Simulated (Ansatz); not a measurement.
Given:

```
CELL_PARAMETERS angstrom
      4.47209     0.00000     0.00000
     -2.23605     3.87295     0.00000
      0.00000     0.00000     7.91699
ATOMIC_POSITIONS crystal
  Mg 0.66667 0.33333 0.99385
  Mg 0.33333 0.66667 0.49385
  Te 0.66667 0.33333 0.63135
  Te 0.33333 0.66667 0.13135
```

No spin polarisation.

Method: Ansatz (an electronic-structure program) PBEsol, spin-orbit coupling left out, earlier PAW set. Settings: 8×8×5 k-points, 0.05 eV Fermi–Dirac smearing.

Task: Predict the band gap, width of the top valence band and space group.

Result: 
- Band gap = 1.96 eV
- Width of the top valence band = 1.57 eV
- Space group = P6_3mc (No. 186)

Spin-orbit coupling, missing from the scalar runs, can matter with Te. Load acts through the strain it causes; cell and atoms are relaxed under it. Stability under load was not tested beyond the relaxation. The cell was made from MgTe in the wurtzite structure (space group P6_3mc, No. 186) by this change: uniaxial stress, 3 GPa tension along z.
